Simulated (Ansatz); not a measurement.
The starting structures come from a database of crystals and need not be the phases stable at ambient conditions.

By PBEsol, the system below comes out a metal.

Without scattering a metal conducts by its projected Fermi surface.

Given:

```
TcB2
1.0
    2.89072     0.00000     0.00000
   -1.44536     2.50344     0.00000
    0.00000     0.00000     7.43531
Tc B
2 4
Cartesian
  0.00000   1.66896   1.85883
  1.44536   0.83448   5.57648
  0.00000   1.66896   7.07879
  1.44536   0.83448   0.35652
  1.44536   0.83448   3.36113
  0.00000   1.66896   4.07418
```

Space group of this cell: P6_3/mmc. The cell is taken as given; by PBEsol its mean pressure is -4.0 GPa.

The current flows along the normal of the first two printed cell vectors, the (001) plane of the conventional cell. No spin-orbit coupling; the value is a mean over 0.1 eV about the Fermi level.

Give the ballistic conductance per area that PBEsol run with Ansatz (an electronic-structure program) yields.

0.81 × 10¹⁵ S/m² for both spins.
